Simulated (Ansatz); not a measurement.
Partial pair distribution functions of a relaxed model of amorphous Si$_{60}$O$_{30}$, broadened by 0.06 Å; density 2.20 g/cm³. Calculation: PBE, scalar-relativistic without spin-orbit coupling (plane waves to 420 eV, PAW; Ansatz, a program for electronic structure). The usual formal charges leave 180 electrons over, so the level spacing at the Fermi energy parts defect or band states and needn't be the band gap.

A CHGNet melt-quench gave the starting glass, which DFT then relaxed. O atoms were pushed apart under 1.9 Å during the dynamics, to hinder bonds among them. The hot cell started wider than the set density and was brought back towards it in steps. It is the lowest in DFT energy of 2 quenches. It is a model cell: composition and starting density were chosen by hand, and all elements were melted together. No dispersion term was used. Its density started from a set value of 2.20 and ended at 2.20 g/cm³. The simulated quench (nominally 590 K/ps over its main leg) is rapid and tends to freeze in more defects than a deposited or slowly cooled glass has. A cell of this size samples the disorder only roughly. The volume was held where the preparation left it and the shape relaxed, at a PBE pressure of -1.4 GPa (tension). Stress components on the final sampling reach 2.3 GPa. On a 2×2×2 Γ-centred mesh force components of up to 0.20 eV/Å stay, since the relaxation ran on the zone centre alone. Cycles of charging lowered its energy after that relaxation.

| r (Å) | g Si-Si | g Si-O | g O-O |
|---|---|---|---|
| 1.40 | 0.00 | 0.00 | 0.00 |
| 1.50 | 0.00 | 0.38 | 0.00 |
| 1.60 | 0.00 | 6.07 | 0.00 |
| 1.70 | 0.00 | 7.98 | 0.00 |
| 1.80 | 0.00 | 1.23 | 0.00 |
| 1.90 | 0.00 | 0.15 | 0.00 |
| 2.00 | 0.00 | 0.01 | 0.00 |
| 2.10 | 0.00 | 0.00 | 0.00 |
| 2.20 | 0.12 | 0.00 | 0.00 |
| 2.30 | 2.16 | 0.00 | 0.00 |
| 2.40 | 5.02 | 0.00 | 0.31 |
| 2.50 | 2.69 | 0.00 | 2.31 |
| 2.60 | 0.70 | 0.06 | 5.19 |
| 2.70 | 0.15 | 0.12 | 5.12 |
| 2.80 | 0.27 | 0.18 | 1.90 |
| 2.90 | 0.23 | 0.28 | 0.88 |
| 3.00 | 0.51 | 0.44 | 0.61 |
| 3.10 | 1.07 | 0.77 | 0.37 |
| 3.20 | 1.17 | 1.03 | 0.71 |
| 3.30 | 0.89 | 1.64 | 1.21 |
| 3.40 | 0.62 | 1.56 | 1.39 |
| 3.50 | 0.66 | 1.24 | 0.73 |
| 3.60 | 0.86 | 1.25 | 0.53 |
| 3.70 | 1.15 | 1.14 | 0.33 |
| 3.80 | 1.17 | 0.97 | 0.53 |
| 3.90 | 1.37 | 1.12 | 0.75 |
| 4.00 | 1.37 | 1.20 | 1.19 |
| 4.10 | 1.24 | 1.15 | 0.81 |
| 4.20 | 1.31 | 1.16 | 1.24 |
| 4.30 | 1.29 | 0.92 | 1.17 |
| 4.40 | 1.04 | 0.75 | 0.96 |
| 4.50 | 0.90 | 0.78 | 1.17 |
| 4.60 | 0.95 | 0.94 | 1.17 |
| 4.70 | 0.96 | 1.15 | 1.38 |
| 4.80 | 1.01 | 1.10 | 1.71 |
| 4.90 | 1.09 | 1.07 | 1.60 |
| 5.00 | 0.98 | 1.17 | 1.57 |
| 5.10 | 0.70 | 0.97 | 1.44 |
| 5.20 | 0.89 | 0.84 | 0.80 |
| 5.30 | 1.08 | 0.92 | 0.79 |
| 5.40 | 1.08 | 0.98 | 0.84 |
| 5.50 | 0.98 | 1.09 | 0.60 |
| 5.60 | 0.95 | 1.16 | 0.59 |
| 5.70 | 0.90 | 1.25 | 0.62 |
| 5.80 | 1.00 | 1.03 | 0.65 |

Within 2.60 Å each Si has 2.90 Si neighbours on average.
